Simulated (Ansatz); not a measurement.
The cell is made up: elements placed on another compound's structure type, so the phase may be hypothetical.

By PBEsol, the system below comes out a metal.

```
CELL_PARAMETERS angstrom
      4.01731     0.00000     0.00000
      0.00000     4.01731     0.00000
      0.00000     0.00000     4.01731
ATOMIC_POSITIONS crystal
  Al 0.00000 0.00000 0.00000
  Ru 0.00000 0.50000 0.50000
  Ru 0.50000 0.00000 0.50000
  Ru 0.50000 0.50000 0.00000
  B  0.50000 0.50000 0.50000
```

Space group of this cell: Pm-3m, cubic perovskite. The cell was relaxed by PBE-D3(BJ); by PBEsol its mean pressure is -0.8 GPa.

The current flows along the normal of the first two printed cell vectors. No spin-orbit coupling; the value is a mean over 0.1 eV about the Fermi level.

Question: Give the ballistic conductance per area that PBEsol in Ansatz (a program for electronic structure) yields.

Answer: 0.88 × 10¹⁵ S/m² for both spins.
